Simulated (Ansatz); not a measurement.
The starting structures come from a database of crystals and need not be the phases stable at ambient conditions.

By PBEsol, the system below comes out a metal.

The ballistic (Sharvin) conductance counts the channels at the Fermi level: G/A = (e²/h) × channels of both spins per area.

Input:

```xyz
5
Lattice="4.9538 0.0000 0.0000 0.0000 4.9538 0.0000 0.0000 0.0000 4.9538" Properties=species:S:1:pos:R:3 pbc="T T T"
Ca     2.4769     2.4769     0.0000
Ca     0.0000     2.4769     2.4769
Ca     2.4769     0.0000     2.4769
Tl     0.0000     0.0000     0.0000
N      2.4769     2.4769     2.4769
```

Space group of this cell: Pm-3m, anti-perovskite. The cell is taken as given; by PBEsol its mean pressure is -2.2 GPa.

The current flows along the normal of the first two printed cell vectors, the (001) plane of the conventional cell. No spin-orbit coupling; the value is a mean over 0.1 eV about the Fermi level.

Question: Estimate the ballistic conductance per area that PBEsol (Ansatz, a quantum-chemistry and plane-wave program) returns for this system.

Answer: 0.33 × 10¹⁵ S/m² for both spins.
